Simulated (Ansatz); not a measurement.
Defect: interstitial Cu in rock-salt LiF, charge state +1. The step: several atoms move together, Li the farthest; the atom moves 1.78 Å along (0.00, 0.00, 0.44) of the unit cell; at the start the Cu atom holds a host Li site and a host atom stands off its site; at the end the Cu atom holds a host Li site and a host atom stands off its site; the moving atom starts with neighbours Cu at 2.29; 3 F at 1.77, F at 1.85; 3 Li at 2.20 Å and ends with Cu at 2.29; 3 F at 1.77, F at 1.85; 3 Li at 2.20 Å. DFT values are from Ansatz (plane-wave PAW, 420 eV unless said) in a cell of 64 host sites, spin-restricted, static, with no finite-size correction. The charge state is imposed; whether it is stable for some Fermi level was not computed. Sites that were not tried may lie lower. For the PBE band: the program found a first-order saddle point.

| Level | Forward barrier (eV) | Cost of the band or of the saddle's single point |
|---|---|---|
| PBE, the Γ point alone, band relaxed | 0.19 | about 40 core-minutes (a rough figure) |
| PBE, a 2×2×2 k-point mesh shifted by half a step, same geometries | 0.19 | roughly 110 core-seconds |
| r2SCAN at 500 eV, the Γ point alone, same geometries | [?] | very roughly 60 core-seconds |

Some entries are withheld; supply them.


- r2SCAN at 500 eV, the Γ point alone, same geometries, Forward barrier (eV): 0.21

Ansatz is a quantum-chemistry and plane-wave program.
